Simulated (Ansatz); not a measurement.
Start from MgS in the rock salt structure (space group Fm-3m, No. 225; a = 5.1820 Å).

The change: cell and atoms relaxed at a pressure of 0.3 GPa.

Levels (all Ansatz, a first-principles code, PAW): PBEsol (420 eV, no SOC); PBEsol+SOC (420 eV, noncollinear with spin-orbit coupling).

The geometry is relaxed with PBEsol.

| Quantity | Result |
|---|---|
| PBEsol lowest conduction level above the VBM at special points | X 2.73 eV; Γ 3.72 eV; U 3.83 eV; K 3.83 eV |
| PBEsol smallest direct gap | 3.72 eV |
| PBEsol width of the top valence band | 2.44 eV |

With PBEsol+SOC at the same geometry, the lowest conduction level above the VBM at special points changes from X 2.73 eV; Γ 3.72 eV; U 3.83 eV; K 3.83 eV to X 2.70 eV; Γ 3.69 eV; U 3.80 eV; K 3.80 eV; the smallest direct gap falls by 0.03 eV (3.72 eV → 3.69 eV); the width of the top valence band rises by 0.03 eV, from 2.44 eV to 2.47 eV. The threefold valence maximum splits by Δso ≈ 0.10 eV.

Single points use the geometry relaxed with PBEsol. The spin-orbit shifts are approximate. Load acts through the strain it causes; cell and atoms are relaxed under it. No phonon test of stability was made.
